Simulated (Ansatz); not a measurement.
**What pressure 4.2 GPa does to GeS**

The parent structure is GeS in the GeS type structure (space group Pnma, No. 62; a = 10.661 Å, b = 3.681 Å, c = 4.356 Å; layered, stacked along the Cartesian x axis).

One thing is altered: a hydrostatic pressure of 4.2 GPa.

Level of theory: PBE-D3(BJ) in Ansatz (plane waves to 420 eV, PAW, scalar-relativistic without spin-orbit coupling). Settings: 3×9×8 k-points, 0.05 eV Fermi–Dirac smearing.

```csv
quantity,base,changed,shift
volume per atom,21.37 Å³,18.24 Å³,-3.13 Å³
density,4.07 g/cm³,4.77 g/cm³,+0.70 g/cm³
shortest interatomic distance,2.462 Å,2.435 Å,-0.027 Å
enthalpy H = E + PV relative to the base's energy,–,+0.52 eV/atom,–
band gap (an upper bound: an edge found on the path is not a true extremum; the changed cell),1.24 eV,0.53 eV,-0.71 eV
```

Load acts through the strain it causes; cell and atoms are relaxed under it. Whether these cells are dynamically stable was not tested. The D3 term's C6 switches between coordination references near this geometry, which can add small steps to energies.

Ansatz is a program for electronic structure.
